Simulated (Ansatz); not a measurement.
System: interstitial Al in beta Si3N4 (charge state +3). The step: one Al atom jumps by itself; the atom moves 1.46 Å along (0.00, 0.00, 0.50) of the unit cell; the moving atom starts with neighbours 2 N at 2.24, 2 N at 2.28, 2 N at 2.30; 4 Si at 2.84, 2 Si at 2.87 Å and ends with 2 N at 2.24, 2 N at 2.28, 2 N at 2.30; 4 Si at 2.84, 2 Si at 2.87 Å. DFT values are from Ansatz (plane-wave PAW, 420 eV unless said) in a cell of 84 host sites, spin-restricted, static, with no finite-size correction. The charge state is imposed; whether it is stable for some Fermi level was not computed. Sites that were not tried may lie lower. For the PBE band: the check of the saddle point's order was inconclusive, and it lies on a symmetry element of the cell, where a band can be held.

```json
[
 {"Level": "CHGNet universal potential (has no charge state), its own band", "Forward barrier (eV)": "0.09", "Cost of the band or of the saddle's single point": "-"},
 {"Level": "PBE, the Γ point alone, band relaxed", "Forward barrier (eV)": "0.23", "Cost of the band or of the saddle's single point": "very roughly 9 core-minutes"},
 {"Level": "PBE, a 2×2×2 k-point mesh shifted by half a step along c, same geometries", "Forward barrier (eV)": "0.19", "Cost of the band or of the saddle's single point": "around 50 core-seconds (rough)"},
 {"Level": "r2SCAN at 500 eV, the Γ point alone, same geometries", "Forward barrier (eV)": "___", "Cost of the band or of the saddle's single point": "around 27 core-seconds (rough)"}
]
```

Task: Fill in the missing entries.

Result: 
- r2SCAN at 500 eV, the Γ point alone, same geometries, Forward barrier (eV): 0.22

Ansatz is an electronic-structure program.
